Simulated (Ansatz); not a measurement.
Electronic density of states of amorphous silicon oxynitride (Si$_{45}$O$_{18}$N$_{48}$), density 2.67 g/cm³, on a 2×2×2 Γ-centred mesh with a Gaussian width of 0.1 eV; energies count from the Fermi level, whose place inside the gap is arbitrary. Cell and mesh are small, so fine structure isn't converged. Level of theory: PBE, scalar-relativistic without spin-orbit coupling (plane waves to 420 eV, PAW; Ansatz, a quantum-chemistry and plane-wave program). Sampling: a 2×2×2 Γ-centred mesh; Fermi-Dirac width 0.02 eV; no spin polarisation. At PBE the levels at both edges of the gap are localised (band-tail or defect states), and the nearest spread-out levels lie 3.3 eV apart at the zone centre.

A CHGNet melt-quench gave the starting glass, which DFT then relaxed. O and N atoms were pushed apart under 1.9 Å during the dynamics, to hinder bonds among them. The hot cell started wider than the set density and was brought back towards it in steps. It is the lowest in DFT energy of 2 quenches. It is a model cell: composition and starting density were chosen by hand, and all elements were melted together. No dispersion term was used. A short ab initio anneal came between quench and relaxation. Its density started from a set value of 2.69 and ended at 2.67 g/cm³. The simulated quench (nominally 600 K/ps over its main leg) is rapid and tends to freeze in more defects than a deposited or slowly cooled glass has. One small periodic cell is one sample of the glass; other quenches scatter about these values. The volume was free in the relaxation, at fixed shape. Stress components on the final sampling reach 2.0 GPa.

```csv
E - EF (eV),states/(eV atom)
-12.00,0.00
-11.90,0.00
-11.80,0.00
-11.70,0.01
-11.60,0.04
-11.50,0.09
-11.40,0.11
-11.30,0.09
-11.20,0.08
-11.10,0.14
-11.00,0.21
-10.90,0.24
-10.80,0.26
-10.70,0.22
-10.60,0.21
-10.50,0.20
-10.40,0.20
-10.30,0.22
-10.20,0.24
-10.10,0.26
-10.00,0.21
-9.90,0.23
-9.80,0.21
-9.70,0.17
-9.60,0.20
-9.50,0.22
-9.40,0.21
-9.30,0.20
-9.20,0.23
-9.10,0.22
-9.00,0.25
-8.90,0.26
-8.80,0.24
-8.70,0.28
-8.60,0.32
-8.50,0.33
-8.40,0.33
-8.30,0.34
-8.20,0.32
-8.10,0.33
-8.00,0.37
-7.90,0.35
-7.80,0.36
-7.70,0.37
-7.60,0.38
-7.50,0.39
-7.40,0.39
-7.30,0.36
-7.20,0.35
-7.10,0.41
-7.00,0.43
-6.90,0.42
-6.80,0.43
-6.70,0.41
-6.60,0.40
-6.50,0.42
-6.40,0.41
-6.30,0.42
-6.20,0.46
-6.10,0.45
-6.00,0.46
-5.90,0.47
-5.80,0.44
-5.70,0.43
-5.60,0.44
-5.50,0.45
-5.40,0.47
-5.30,0.52
-5.20,0.55
-5.10,0.54
-5.00,0.54
-4.90,0.55
-4.80,0.52
-4.70,0.49
-4.60,0.48
-4.50,0.50
-4.40,0.49
-4.30,0.54
-4.20,0.57
-4.10,0.56
-4.00,0.54
-3.90,0.52
-3.80,0.52
-3.70,0.49
-3.60,0.47
-3.50,0.44
-3.40,0.40
-3.30,0.43
-3.20,0.47
-3.10,0.46
-3.00,0.42
-2.90,0.37
-2.80,0.37
-2.70,0.33
-2.60,0.33
-2.50,0.35
-2.40,0.36
-2.30,0.32
-2.20,0.21
-2.10,0.22
-2.00,0.22
-1.90,0.19
-1.80,0.22
-1.70,0.17
-1.60,0.09
-1.50,0.17
-1.40,0.15
-1.30,0.11
-1.20,0.06
-1.10,0.06
-1.00,0.09
-0.90,0.03
-0.80,0.00
-0.70,0.00
-0.60,0.02
-0.50,0.08
-0.40,0.07
-0.30,0.01
-0.20,0.00
-0.10,0.00
0.00,0.00
0.10,0.00
0.20,0.00
0.30,0.01
0.40,0.06
0.50,0.09
0.60,0.02
0.70,0.00
0.80,0.00
0.90,0.00
1.00,0.00
1.10,0.00
1.20,0.01
1.30,0.02
1.40,0.05
1.50,0.12
1.60,0.14
1.70,0.12
1.80,0.18
1.90,0.17
2.00,0.15
2.10,0.19
2.20,0.19
2.30,0.18
2.40,0.17
2.50,0.17
2.60,0.17
2.70,0.17
2.80,0.18
2.90,0.19
3.00,0.23
3.10,0.22
3.20,0.22
3.30,0.25
3.40,0.29
3.50,0.30
3.60,0.30
3.70,0.34
3.80,0.36
3.90,0.36
4.00,0.36
4.10,0.38
4.20,0.40
```

The gap between localised states on this mesh is 0.90 eV; the broadening fills part of it in the curve.
